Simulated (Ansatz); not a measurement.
**MgS under load (space group I4/mmm): band-edge transport data**

Input:

```
CELL_PARAMETERS angstrom
      0.00000     2.57304     2.61837
      2.57304     0.00000     2.61837
      2.57304     2.57304     0.00000
ATOMIC_POSITIONS crystal
  Mg 0.00000 0.00000 0.00000
  S  0.50000 0.50000 0.50000
```

All values below come from r2SCAN with spin-orbit coupling, rigid bands (plane waves, PAW; Ansatz, a first-principles code). Condition of this run: biaxial stress xx = yy = 2 GPa (compression positive) (the target of the relaxation). How the cell was made: cell and atoms relaxed with r2SCAN, then loaded as said.

| Quantity | Value |
|---|---|
| band gap | 3.40 eV |
| electron conductivity mass (300 K, dilute) | 0.40 (x), 0.40 (y), 0.32 (z) mₑ |
| hole conductivity mass (300 K, dilute) | 1.19 (x), 1.19 (y), 0.99 (z) mₑ |
| effective density of states N_c (300 K) | 1.2e19 cm⁻³ |
| effective density of states N_v (300 K) | 3.5e19 cm⁻³ |
| density-of-states mass, electrons | 0.60 mₑ |
| density-of-states mass, holes | 1.24 mₑ |
| Seebeck coefficient, n-type 1e19 cm⁻³, 300 K | -237 μV/K |
| best n-type power factor at 300 K for τ = 10 fs (best axis; densities from 1e16 to 1e21 cm⁻³ tried, whether or not they can be reached) | 6.3 μW/(cm·K²) at 1e20 cm⁻³ |
| Seebeck coefficient, p-type 1e19 cm⁻³, 300 K | 388 μV/K |

Rigid bands; masses and Seebeck coefficients take one relaxation time τ for all states and one kind of carrier; polarons and phonon drag are left out.
